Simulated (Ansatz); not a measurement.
AlB2-type MgB2 was calculated with RPBE (Ansatz, a program for electronic structure, plane waves, PAW).

Settings: plane-wave cutoff 520 eV, 24×24×16 k mesh (along the axes of the cell as run), Fermi–Dirac smearing 0.05 eV, scalar-relativistic PAW data made under PBE.

Cell (relaxed at this level):

```xyz
3
Lattice="1.5478 -2.6808 0.0000 1.5478 2.6808 0.0000 0.0000 0.0000 3.5598" Properties=species:S:1:pos:R:3 pbc="T T T"
Mg     0.0000     0.0000     0.0000
B      1.5478     0.8936     1.7799
B      1.5478    -0.8936     1.7799
```

What does this level give for the bulk modulus B0 and pressure derivative B′ of the bulk modulus?


bulk modulus B0: 137 GPa
pressure derivative B′ of the bulk modulus: 3.7

The run finds no gap.

Measured, for comparison: bulk modulus 151 ± 5 GPa (room temperature, not corrected to a static lattice, B' fixed at 4, our sources range from 147 to 151; as tabulated in Vogt et al. (2001), arXiv:cond-mat/0102480). Computed (rounded) less measured: bulk modulus -9 % (-7 % to -9 % over the range).

Note: the bulk modulus comes from volumes at which shape and atoms were relaxed.

The computed numbers hold no vibrational or temperature effects.

Computing time: around 4 core-minutes (rough).
